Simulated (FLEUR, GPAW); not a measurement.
A GPAW input for a self-consistent single point of SrCd (Pm-3m, 2 atoms in the cell) (DFT PBEsol, plane waves, GPAW PAW datasets PBEsol (made by gpaw-setup)):

```python
from ase import Atoms
from ase.units import GPa
from gpaw import GPAW

atoms = Atoms(['Sr', 'Cd'],
              cell=[[4.035630, 0.000000, 0.000000],
                    [0.000000, 4.035630, 0.000000],
                    [0.000000, 0.000000, 4.035630]],
              positions=[[2.017815, 2.017815, 2.017815],
                         [0.000000, 0.000000, 0.000000]],
              pbc=True)

calc = GPAW(mode={'name': 'pw', 'ecut': 550},
            xc='PBEsol',
            kpts=(11, 11, 11),
            occupations={'name': 'fermi-dirac', 'width': 0.1},
            nbands=-8,
            convergence={'density': 1e-05},
            symmetry={'symmorphic': False, 'tolerance': 0.0005},
            maxiter=120,
            txt='-')

atoms.calc = calc

energy = atoms.get_potential_energy()
print('Energy (eV):', round(energy, 6))
forces = atoms.get_forces()
print('Forces (eV/Ang):')
print(forces.round(5))
stress = atoms.get_stress()
print('Stress (GPa, Voigt):', (stress / GPa).round(4))
```

Problem. Translate this input to FLEUR.

Solution. This is the input that was run; spellings and numerical settings could be chosen otherwise.

Input of the input generator:

```
scf SrCd
&input film=f /
4.0356300000 0.0000000000 0.0000000000
0.0000000000 4.0356300000 0.0000000000
0.0000000000 0.0000000000 4.0356300000
1.8897261246
1.0 1.0 1.0

2
38 0.5000000000 0.5000000000 0.5000000000
48 0.0000000000 0.0000000000 0.0000000000

&comp jspins=1 /
&exco xctyp='PBEs' /
&kpt div1=11 div2=11 div3=11 /
&end /
```

```xml
<?xml version="1.0" encoding="UTF-8" standalone="no"?>
<fleurInput fleurInputVersion="0.39">
   <comment>
      scf SrCd                                                                                            
   </comment>
   <calculationSetup>
      <cutoffs Kmax="3.8" Gmax="11.4" GmaxXC="11.4" numbands="0"/>
      <scfLoop itmax="60" minDistance="0.00001" maxIterBroyd="25" imix="Anderson" alpha="0.05" precondParam="0.0" spinf="2.0"/>
      <coreElectrons ctail="T" frcor="F" kcrel="0" coretail_lmax="0"/>
      <xcFunctional name="PBEs" relativisticCorrections="F"/>
      <magnetism jspins="1"/>
      <soc l_soc="F" theta="0.0" phi="0.0" spav="F"/>
      <expertModes spex="0" secvar="F"/>
      <geometryOptimization l_f="T" forcealpha="1.0" forcemix="BFGS" epsdisp="0.00001" epsforce="0.00001"/>
      <ldaU l_linMix="F" mixParam="0.05" spinf="1.0"/>
   </calculationSetup>
   <cell>
      <bzIntegration valenceElectrons="28.0" mode="hist" fermiSmearingEnergy="0.00367493">
         <kPointListSelection listName="default-1"/>
         <!-- k-points included here -->
         <xi:include xmlns:xi="http://www.w3.org/2001/XInclude" href="kpts.xml"> </xi:include>
      </bzIntegration>
      <!-- symmetry operations included here -->
      <xi:include xmlns:xi="http://www.w3.org/2001/XInclude" href="sym.xml"> </xi:include>
      <bulkLattice scale="1.0">
         <bravaisMatrix>
            <row-1>    7.6262354402194985     0.0000000000000000     0.0000000000000000</row-1>
            <row-2>    0.0000000000000000     7.6262354402194985     0.0000000000000000</row-2>
            <row-3>    0.0000000000000000     0.0000000000000000     7.6262354402194985</row-3>
         </bravaisMatrix>
      </bulkLattice>
   </cell>
   <atomSpecies>
      <species name="Strontium (Sr)" element="Sr" atomicNumber="38">
         <mtSphere radius="2.63" gridPoints="925" logIncrement="0.014"/>
         <atomicCutoffs lmax="10" lnonsphr="8"/>
         <electronConfig flipSpins="F">
            <coreConfig>(1s1/2) (2s1/2) (2p1/2) (2p3/2) (3s1/2) (3p1/2) (3p3/2) (3d3/2) (3d5/2)</coreConfig>
            <valenceConfig>(4s1/2) (4p1/2) (4p3/2) (5s1/2)</valenceConfig>
         </electronConfig>
         <energyParameters s="5" p="5" d="4" f="4"/>
         <lo type="SCLO" l="0" n="4" eDeriv="0"/>
         <lo type="SCLO" l="1" n="4" eDeriv="0"/>
      </species>
      <species name="Cadmium (Cd)" element="Cd" atomicNumber="48">
         <mtSphere radius="2.63" gridPoints="925" logIncrement="0.014"/>
         <atomicCutoffs lmax="10" lnonsphr="8"/>
         <electronConfig flipSpins="F">
            <coreConfig>(1s1/2) (2s1/2) (2p1/2) (2p3/2) (3s1/2) (3p1/2) (3p3/2) (4s1/2) (3d3/2) (3d5/2)</coreConfig>
            <valenceConfig>(4p1/2) (4p3/2) (5s1/2) (4d3/2) (4d5/2)</valenceConfig>
         </electronConfig>
         <energyParameters s="5" p="5" d="4" f="4"/>
         <lo type="SCLO" l="1" n="4" eDeriv="0"/>
         <lo type="HELO" l="2" n="5" eDeriv="0"/>
      </species>
   </atomSpecies>
   <atomGroups>
      <atomGroup species="Strontium (Sr)">
         <relPos label="                   1">1.000/2.000 1.000/2.000 1.000/2.000</relPos>
         <force calculate="T" relaxXYZ="TTT"/>
      </atomGroup>
      <atomGroup species="Cadmium (Cd)">
         <relPos label="                   2">.0000000000 .0000000000 .0000000000</relPos>
         <force calculate="T" relaxXYZ="TTT"/>
      </atomGroup>
   </atomGroups>
   <output dos="F" band="F" slice="F">
      <checks vchk="F" cdinf="F"/>
      <bandDOS minEnergy="-.5*Htr" maxEnergy="0.5*Htr" sigma="0.015" storeEVData="T"/>
      <vacuumDOS vacdos="F" integ="F" star="F" nstars="0" locx1="0.0" locy1="0.0" locx2="0.0" locy2="0.0" nstm="0" tworkf="0.0"/>
      <unfoldingBand unfoldBand="F" supercellX="1" supercellY="1" supercellZ="1"/>
      <plotting iplot="0" polar="F">
         <plot TwoD="T" vec1="  1.0  0.0  0.0" vec2="  0.0  1.0  0.0" vec3="  0.0  0.0  1.0" zero="  0.0  0.0  0.0" file="plot"/>
      </plotting>
      <chargeDensitySlicing numkpt="0" minEigenval="0.0" maxEigenval="0.0" nnne="0" pallst="F"/>
      <specialOutput eonly="F"/>
      <magneticCircularDichroism mcd="F" energyLo="-10.0" energyUp="0.0"/>
   </output>
  <!-- We include the file relax.xml here to enable relaxations (see documentation) -->
  <xi:include xmlns:xi="http://www.w3.org/2001/XInclude" href="relax.xml"> <xi:fallback/> </xi:include>
</fleurInput>
```

Basis settings and potentials, where a program has them, do not carry over. This input uses DFT, PBEsol, all-electron FLAPW (FLEUR), scalar-relativistic valence.

The starting cell comes from a database of computed structures (which also holds hypothetical and non-ambient phases and stackings), without a prior relaxation at this level.
